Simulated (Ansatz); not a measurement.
Start from GaN in the zinc blende structure (space group F-43m, No. 216; a = 4.549 Å).

Structures relaxed with Kohn–Sham DFT with the PBE functional, run in Ansatz (a program for electronic structure) with PAW and 420 eV plane waves, scalar-relativistic without spin-orbit coupling.

Base:

Simulated powder pattern, Co Kα, λ = 1.79026 Å (kinematic, ideal powder, no thermal factors, no anomalous dispersion; the 14 strongest lines at most, above 2 %, up to 2θ = 90°):

| 2θ (°) | I/Imax (%) | hkl |
|---|---|---|
| 39.86 | 100 | (111) |
| 46.36 | 32 | (200) |
| 67.65 | 41 | (220) |
| 81.49 | 38 | (311) |
| 85.96 | 8.2 | (222) |

Now apply this change: an isotropic linear strain of −2.00 %; the atoms relax in the strained cell.

After the change:

Simulated powder pattern, Co Kα, λ = 1.79026 Å (kinematic, ideal powder, no thermal factors, no anomalous dispersion; the 14 strongest lines at most, above 2 %, up to 2θ = 90°):

```
2θ (°)  d (Å)  I/Imax (%)    hkl
------  -----  ----------  -----
40.71   2.574         100  (111)
47.36   2.229          32  (200)
69.22   1.576          40  (220)
83.52   1.344          38  (311)
88.16   1.287         8.3  (222)
```

The indices refer to the base's conventional cell; one index is shown for lines that coincide.

Whether these cells are dynamically stable was not tested. This is not the structure that GaN has at room temperature and ambient pressure.
